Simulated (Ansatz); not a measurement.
# Ansatz run on VOs (P4mm, 2 atoms in the cell): self-consistent single point

Computed with LDA (PW92), default PAW files made with PBE (plane waves; Ansatz, a quantum-chemistry and plane-wave program).

The input file:

Ansatz 0.2 input:
```yaml
crystal:
  lattice:
    - [3.00148700, 0.00000000, 0.00000000]
    - [0.00000000, 3.00148700, 0.00000000]
    - [0.00000000, 0.00000000, 3.00148700]
  atoms:
    - { symbol: V, position: [0.00000000, 0.00000000, 0.01665800], spin: 2.0 }
    - { symbol: Os, position: [0.50000000, 0.50000000, 0.50000000] }
basis:
  ecutwfc: 420.0
kpoints:
  mp_grid:
    grid: [11, 11, 11]
hamiltonian:
  xc: lda
  pseudopotentials:
    kind: paw
magnetization:
  spin_polarized: true
scf:
  occupations:
    method: fermi_dirac
    width: 0.1
output:
  forces: true
  eigenvalues: true
  stress: true
```

Log, with long lists cut:

```
WARN ansatz: RAYON_NUM_THREADS=1 ignored (pool sized by the plan → 1); use --threads N
Pseudopotentials: kind: paw
Pseudopotential: V, paw, valence charge 13
Pseudopotential: Os, paw, valence charge 16
Crystal: 2 atoms, lattice volume = 27.040 Å³
Basis set: ecut = 420 eV, 515 PW (Γ)
Bands: 20, of which v1, the nominal top of the filled ones, is band 15 counted from 1 (14 counted from 0)
Symmetry: 8 space group operations
Space group: P4mm (ITA 99), of the structure as read, at distance tolerance 3.0e-5 Å
Magnetic group: BNS 99.163 (UNI 823), of the structure as read, at distance tolerance 3.0e-5 Å
k-points: 126 of 1331 (time reversal used)
PAW frozen core: V, regenerated for the run's functional, and the local potential with it
PAW frozen core: Os, regenerated for the run's functional, and the local potential with it
Initial density: superposition of atomic densities (chi_scale 0.1, normalization cell)
Starting moments: Σ|m| = 2 μB on 1 of 2 sites
Initial wavefunctions: pseudopotential atomic-orbital guess
Eigensolver: davidson
Functional: x = slater, c = lda
SCF iter   1: F=—  HF=-13981.081004 eV  |F-HF|=—  |Δ(HF+E_count)|=         —  Δρ=1.40e-1 (↑1.40e-1 ↓6.10e-2)  dr2=2.59e0  dr2_m=2.21e0  M=0.166 μB ∫|m|=0.213 μB  β_m=0.30  ethr=3.10e-3  ⟨swp⟩=4.6  Hψ=19190  notcnv=0
Mixer restart at iter 1: flushing history
all-band conjugate gradients solve this SCF's bands
preconditioner: auto → none
SCF iter   2: F=—  HF=-13979.682207 eV  |F-HF|=—  |Δ(HF+E_count)|=    1.40e0  Δρ=8.59e-2 (↑8.59e-2 ↓5.14e-2)  dr2=7.68e-1  dr2_m=1.02e0  M=0.198 μB ∫|m|=0.246 μB  β_m=0.55  ethr=3.10e-3  ⟨swp⟩=2.8  Hψ=10227  notcnv=0
SCF iter   3: F=—  HF=-13979.450028 eV  |F-HF|=—  |Δ(HF+E_count)|=   2.32e-1  Δρ=3.24e-2 (↑3.24e-2 ↓1.29e-2)  dr2=5.80e-1  dr2_m=6.83e-2  M=0.139 μB ∫|m|=0.170 μB  β_m=0.46  ethr=2.65e-3  ⟨swp⟩=2.1  Hψ=9259  notcnv=0
   [... lines left out ...]
SCF iter   9: F=—  HF=-13979.385621 eV  |F-HF|=—  |Δ(HF+E_count)|=   1.29e-5  Δρ=7.51e-5 (↑7.51e-5 ↓5.29e-5)  dr2=6.40e-7  dr2_m=9.57e-7  M=0.001 μB ∫|m|=0.001 μB  β_m=0.81  ethr=1.43e-7  ⟨swp⟩=2.0  Hψ=6757  notcnv=0
SCF iter  10: F=—  HF=-13979.385621 eV  |F-HF|=—  |Δ(HF+E_count)|=   6.48e-8  Δρ=1.06e-5 (↑1.06e-5 ↓9.09e-6)  dr2=1.48e-7  dr2_m=1.76e-9  M=-0.000 μB ∫|m|=0.000 μB  β_m=0.79  ethr=2.21e-9  ⟨swp⟩=2.0  Hψ=6976  notcnv=0
SCF iter  11: F=—  HF=-13979.385621 eV  |F-HF|=—  |Δ(HF+E_count)|=   6.63e-8  Δρ=1.58e-6 (↑1.58e-6 ↓8.08e-7)  dr2=1.09e-9  dr2_m=2.16e-10  M=0.000 μB ∫|m|=0.000 μB  β_m=0.89  ethr=5.10e-10  ⟨swp⟩=2.0  Hψ=6799  notcnv=0
SCF iter  12: F=-13979.385621 eV  HF=-13979.385621 eV  |F-HF|=6.04e-10  |Δ(HF+E_count)|=   1.41e-9  Δρ=7.26e-7 (↑7.26e-7 ↓5.47e-7)  dr2=6.52e-10  dr2_m=4.77e-12  M=0.000 μB ∫|m|=0.000 μB  ethr=3.75e-12  ⟨swp⟩=1.0  Hψ=13957  notcnv=0
SCF 1 converged in 12 iterations: F = -13979.385621 eV  dr2 = 6.52e-10
Crystal: 2 atoms, lattice volume = 27.040 Å³
Starting moments: Σ|m| = 7 μB on 2 of 2 sites
SCF iter   1: F=—  HF=-13976.880998 eV  |F-HF|=—  |Δ(HF+E_count)|=         —  Δρ=2.32e-1 (↑2.32e-1 ↓1.81e-1)  dr2=1.25e0  dr2_m=1.04e1  M=1.350 μB ∫|m|=1.350 μB  β_m=0.30  ethr=3.10e-3  ⟨swp⟩=4.4  Hψ=18513  notcnv=0
preconditioner: auto → none
SCF iter   2: F=—  HF=-13977.972574 eV  |F-HF|=—  |Δ(HF+E_count)|=    1.09e0  Δρ=1.68e-1 (↑1.68e-1 ↓1.36e-1)  dr2=5.65e-1  dr2_m=5.59e0  M=1.113 μB ∫|m|=1.115 μB  β_m=0.30  ethr=3.10e-3  ⟨swp⟩=2.0  Hψ=8180  notcnv=0  defer=38
SCF iter   3: F=—  HF=-13978.517183 eV  |F-HF|=—  |Δ(HF+E_count)|=   5.45e-1  Δρ=1.09e-1 (↑1.04e-1 ↓1.09e-1)  dr2=2.17e-2  dr2_m=2.82e0  M=1.047 μB ∫|m|=1.049 μB  β_m=0.30  ethr=1.95e-3  ⟨swp⟩=2.3  Hψ=8793  notcnv=0  defer=38
SCF iter   4: F=—  HF=-13978.894131 eV  |F-HF|=—  |Δ(HF+E_count)|=   3.77e-1  Δρ=7.94e-2 (↑7.70e-2 ↓7.94e-2)  dr2=1.71e-2  dr2_m=1.51e0  M=0.955 μB ∫|m|=0.957 μB  β_m=0.30  ethr=7.49e-5  ⟨swp⟩=2.1  Hψ=8657  notcnv=0  defer=28
SCF iter   5: F=—  HF=-13979.102497 eV  |F-HF|=—  |Δ(HF+E_count)|=   2.08e-1  Δρ=6.01e-2 (↑6.01e-2 ↓5.69e-2)  dr2=4.11e-2  dr2_m=8.41e-1  M=0.862 μB ∫|m|=0.866 μB  β_m=0.30  ethr=5.91e-5  ⟨swp⟩=2.0  Hψ=8836  notcnv=0  defer=28
SCF iter   6: F=—  HF=-13979.210589 eV  |F-HF|=—  |Δ(HF+E_count)|=   1.08e-1  Δρ=4.35e-2 (↑4.27e-2 ↓4.35e-2)  dr2=1.46e-3  dr2_m=4.60e-1  M=0.797 μB ∫|m|=0.800 μB  β_m=0.30  ethr=5.91e-5  ⟨swp⟩=2.0  Hψ=7601  notcnv=0  defer=23
SCF iter   7: F=—  HF=-13979.273433 eV  |F-HF|=—  |Δ(HF+E_count)|=   6.28e-2  Δρ=3.33e-2 (↑3.33e-2 ↓3.28e-2)  dr2=2.04e-4  dr2_m=2.71e-1  M=0.720 μB ∫|m|=0.724 μB  β_m=0.30  ethr=5.04e-6  ⟨swp⟩=2.0  Hψ=7399  notcnv=0  defer=17
Mixer restart at iter 7: flushing history
spin-set hold released at iteration 7 (site moments contracting)
   [... lines left out ...]
iter 15 did not close the SCF: its close was put off for a magnetic moment that had not settled (scf_convergence_deferred on its scf_iter line)
iter 16 did not close the SCF: its close was put off for a magnetic moment that had not settled (scf_convergence_deferred on its scf_iter line)
iter 17 did not close the SCF: its close was put off for a magnetic moment that had not settled (scf_convergence_deferred on its scf_iter line)
WARN: the starting moments were not kept: the SCF closed with an absolute magnetisation of 4.0e-6 μB, where they sum to 2 μB in size (1 site) …
Absolute magnetization: 0.0000 μB (∫|ρ↑−ρ↓|, with the PAW one-centre terms)
Free energy (F): -13979.385621 eV
Fermi energy:    21.930530 eV
   [... lines left out ...]
--- Stress (GPa, compression-positive) ---
       -9.782301       0.000000       0.000000
        0.000000      -9.782301       0.000000
        0.000000       0.000000      -9.679343
  P = ⅓ Tr σ = -9.7480 GPa (-97.480 kbar)
  The stress holds the Pulay correction. Without it, at fixed plane waves, as pw.x and ABINIT print it: P = -9.8146 GPa
--- Band table (eV; the first three rows and the last of 252) ---
  k-point 0 ↑: bands = ["-64.7016", "-42.2202", "-24.0102", "-24.0102", "-24.0071", "-16.2973", "-16.2973", "-16.2968", "12.4470", "15.7055", "15.7199", "19.8360", "19.8557", "19.8557", "22.7340", "22.7644", "24.5841", "24.5841", "24.6063", "30.6871"]
  k-point 1 ↑: bands = ["-64.7009", "-42.2192", "-24.0219", "-24.0079", "-24.0079", "-16.3133", "-16.2983", "-16.2983", "12.6364", "15.7959", "15.8654", "19.8277", "19.8277", "19.9098", "22.5877", "22.7978", "24.2067", "24.2067", "24.4931", "30.0389"]
  k-point 2 ↑: bands = ["-64.6992", "-42.2164", "-24.0615", "-24.0019", "-24.0019", "-16.3572", "-16.3009", "-16.3009", "13.1747", "16.0605", "16.2716", "19.7608", "19.7608", "20.1263", "22.0961", "22.9732", "23.3890", "23.3890", "24.1720", "28.5023"]
  k-point 125 ↓: bands = ["-64.6778", "-42.1729", "-24.1617", "-24.1605", "-24.1576", "-16.4617", "-16.4615", "-16.4578", "17.2480", "17.3596", "17.3600", "19.4552", "19.5129", "19.5143", "22.9412", "22.9430", "23.4711", "23.4718", "28.9531", "30.7984"]
```

The run converged, with 30 iterations in all over 2 SCF loops.

The starting cell comes from a database of computed structures (which also holds hypothetical and non-ambient phases and stackings), without a prior relaxation at this level. Its lattice was rescaled by up to half a per cent. One atom was moved a little off its site on purpose. Spin-orbit coupling is off. The starting moments vanished: the run ended non-magnetic, which need not be the lowest state. The program warned that a starting moment was not kept. With a pressure of about -10 GPa the cell is away from its equilibrium volume at this level. Ansatz's pressure includes its estimate of the finite-basis (Pulay) stress.

Cost on one core of a shared machine: roughly 50 s.
